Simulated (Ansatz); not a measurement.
**Armchair WSe2 nanoribbon, N = 10, bare edges**

Levels: PBE (plane waves to 420 eV, PAW; Ansatz, a program for electronic structure); PBE with spin-orbit coupling in Ansatz. Unmarked values and the geometry are of the first. Mesh 1×1×6. No spin polarisation, so a magnetic state wasn't tested. It repeats along c; a and b span vacuum. A hypothetical model, cut from the flat sheet. It keeps the symmetry and period of its start, so it need not be a minimum against all distortions. Values not marked SOC lack spin–orbit coupling. Buckling under compression is shut out by symmetry and the short period.

period along the axis (30 atoms): 5.723 Å
largest distance between nuclei across the axis: 15.49 Å
edge energy against the flat WSe2 sheet, per length of one edge: +0.655 eV/Å
PBE gap: 0.42 eV, direct at Γ
electron mass along the axis (PBE): 0.60 mₑ
hole mass along the axis (PBE): 2.0 mₑ
valence and conduction edges under the vacuum level (PBE): 5.17 and 4.75 eV
PBE+SOC gap at this geometry: 0.39 eV
axial stiffness dF/dε: 155 nN

```yaml
crystal:
  lattice:
    - [26.00000, 0.00000, 0.00000]
    - [0.00000, 14.50000, 0.00000]
    - [0.00000, 0.00000, 5.72301]
  atoms:
    - { symbol: Se, position: [0.20901, 0.38520, 0.65992] }
    - { symbol: W, position: [0.23217, 0.50000, 0.36372] }
    - { symbol: Se, position: [0.20901, 0.61480, 0.65992] }
    - { symbol: Se, position: [0.27681, 0.37193, 0.15192] }
    - { symbol: W, position: [0.27209, 0.50000, 0.85611] }
    - { symbol: Se, position: [0.27681, 0.62807, 0.15192] }
    - { symbol: Se, position: [0.33863, 0.38942, 0.66654] }
    - { symbol: W, position: [0.33886, 0.50000, 0.31866] }
    - { symbol: Se, position: [0.33863, 0.61058, 0.66654] }
    - { symbol: Se, position: [0.40439, 0.38306, 0.16778] }
    - { symbol: W, position: [0.40499, 0.50000, 0.83792] }
    - { symbol: Se, position: [0.40439, 0.61694, 0.16778] }
    - { symbol: Se, position: [0.46775, 0.38396, 0.66625] }
    - { symbol: W, position: [0.46812, 0.50000, 0.33209] }
    - { symbol: Se, position: [0.46775, 0.61604, 0.66625] }
    - { symbol: Se, position: [0.53225, 0.38396, 0.16625] }
    - { symbol: W, position: [0.53188, 0.50000, 0.83209] }
    - { symbol: Se, position: [0.53225, 0.61604, 0.16625] }
    - { symbol: Se, position: [0.59561, 0.38306, 0.66778] }
    - { symbol: W, position: [0.59501, 0.50000, 0.33792] }
    - { symbol: Se, position: [0.59561, 0.61694, 0.66778] }
    - { symbol: Se, position: [0.66137, 0.38942, 0.16654] }
    - { symbol: W, position: [0.66114, 0.50000, 0.81866] }
    - { symbol: Se, position: [0.66137, 0.61058, 0.16654] }
    - { symbol: Se, position: [0.72319, 0.37193, 0.65192] }
    - { symbol: W, position: [0.72791, 0.50000, 0.35611] }
    - { symbol: Se, position: [0.72319, 0.62807, 0.65192] }
    - { symbol: Se, position: [0.79099, 0.38520, 0.15992] }
    - { symbol: W, position: [0.76783, 0.50000, 0.86372] }
    - { symbol: Se, position: [0.79099, 0.61480, 0.15992] }
```
